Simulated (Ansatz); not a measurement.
**B on the C site in 4H silicon carbide**

The numbers are results of PBE, PAW (plane waves to 420 eV; Ansatz, a first-principles code), not measurements. Cell: 96 sites, 3×2×1; final energies on a 2×2×2 shifted mesh. Site at the start: the C(h) site. A cell of this size leaves errors of a few tenths of an eV. The semilocal functional narrows the gap, so deep levels can fall outside it. Spin–orbit coupling is left out. Each state is the lowest found from its start.

Formation energies E_f are those of the neutral cell. Chemical conditions: C-rich (Δμ(C) = 0.00 eV, Δμ(B) = -0.13 eV, bounded by B4C (Cm); only phases computed here count, gases as isolated molecules at 0 K); Si-rich (Δμ(C) = -0.41 eV, Δμ(B) = -0.023 eV, bounded by B4C (Cm); only phases computed here count, gases as isolated molecules at 0 K). Reference phases: B: alpha boron, C: graphite.

```csv
charge,moment (μB),largest move off a lattice site (Å),"E_f, C-rich (eV)","E_f, Si-rich (eV)",above the lowest spin state (eV)
+1,not spin-polarised,0.07,–,–,0.00
+1,0.0,0.07,–,–,0.00
0,1.0,0.05,2.44,1.93,0.00
−1,not spin-polarised,0.04,–,–,0.00
```

Starting moments that weren't kept: charge +1 began with 2 μB and ended with 0.0.

No other site or start that was run ended lower by more than 0.1 eV.
